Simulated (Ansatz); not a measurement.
## Convergence series on KSe3 (C2, 8 atoms in the cell)

```
CELL_PARAMETERS angstrom
      5.85884    -2.73576     0.00000
      5.85884     2.73576     0.00000
     -3.06050     0.00000     7.77364
ATOMIC_POSITIONS crystal
  K  0.82776 0.96710 0.24792
  K  0.03290 0.17224 0.75208
  Se 0.57072 0.70170 0.52139
  Se 0.29830 0.42928 0.47861
  Se 0.81372 0.86248 0.80885
  Se 0.13752 0.18628 0.19115
  Se 0.49032 0.70926 0.20352
  Se 0.29074 0.50968 0.79648
```

Level of theory: LDA (PW92), default PAW files made with PBE (plane waves; Ansatz, an electronic-structure program).

The starting cell comes from a database of computed structures (which also holds hypothetical and non-ambient phases and stackings), without a prior relaxation at this level. In the base run, with a pressure of about -3 GPa the cell is away from its equilibrium volume at this level. Ansatz's pressure includes its estimate of the finite-basis (Pulay) stress. A gap is left out here, as mesh or smearing make it unsure.

Held fixed: basis.ecutwfc = 420 eV; hamiltonian.xc = lda; hamiltonian.pseudopotentials = {kind: paw} (the program's default PAW files); scf.occupations.method = gaussian; scf.occupations.width = 0.1 eV.

ΔF is the free energy per atom less that of the last row (13 13 9).

```json
[
 {"kpoints.mp_grid.grid": "1 1 1", "ΔF (meV/atom)": "-260.6", "pressure (GPa)": "-5.23", "largest force (eV/Å)": "1.188", "k-points": "1", "iterations": "8"},
 {"kpoints.mp_grid.grid": "2 2 1", "ΔF (meV/atom)": "55.6", "pressure (GPa)": "-2.47", "largest force (eV/Å)": "0.591", "k-points": "3", "iterations": "8"},
 {"kpoints.mp_grid.grid": "2 2 2", "ΔF (meV/atom)": "48.1", "pressure (GPa)": "-2.69", "largest force (eV/Å)": "0.661", "k-points": "6", "iterations": "8"},
 {"kpoints.mp_grid.grid": "3 3 2", "ΔF (meV/atom)": "-8.9", "pressure (GPa)": "-3.35", "largest force (eV/Å)": "0.293", "k-points": "8", "iterations": "8"},
 {"kpoints.mp_grid.grid": "4 4 3", "ΔF (meV/atom)": "2.3", "pressure (GPa)": "-3.14", "largest force (eV/Å)": "0.331", "k-points": "17", "iterations": "8"},
 {"kpoints.mp_grid.grid": "5 5 3", "ΔF (meV/atom)": "-0.77", "pressure (GPa)": "-3.20", "largest force (eV/Å)": "0.289", "k-points": "24", "iterations": "8"},
 {"kpoints.mp_grid.grid": "6 6 4", "ΔF (meV/atom)": "0.20", "pressure (GPa)": "-3.18", "largest force (eV/Å)": "0.295", "k-points": "47", "iterations": "8"},
 {"kpoints.mp_grid.grid": "7 7 4", "ΔF (meV/atom)": "-0.06", "pressure (GPa)": "-3.18", "largest force (eV/Å)": "0.288", "k-points": "60", "iterations": "10"},
 {"kpoints.mp_grid.grid": "8 8 5", "ΔF (meV/atom)": "-0.02", "pressure (GPa)": "-3.18", "largest force (eV/Å)": "0.293", "k-points": "93", "iterations": "8"},
 {"kpoints.mp_grid.grid": "9 9 6", "ΔF (meV/atom)": "0.01", "pressure (GPa)": "-3.18", "largest force (eV/Å)": "0.293", "k-points": "140", "iterations": "8"},
 {"kpoints.mp_grid.grid": "11 11 7", "ΔF (meV/atom)": "0.01", "pressure (GPa)": "-3.18", "largest force (eV/Å)": "0.292", "k-points": "234", "iterations": "8"},
 {"kpoints.mp_grid.grid": "13 13 9", "ΔF (meV/atom)": "0.00", "pressure (GPa)": "-3.18", "largest force (eV/Å)": "0.293", "k-points": "413", "iterations": "9"}
]
```

Energy within 10 meV/atom of the last row: from kpoints.mp_grid.grid = 3 3 2 on; the one before it is off by 48 meV/atom.

Keys are those of Ansatz 0.2.
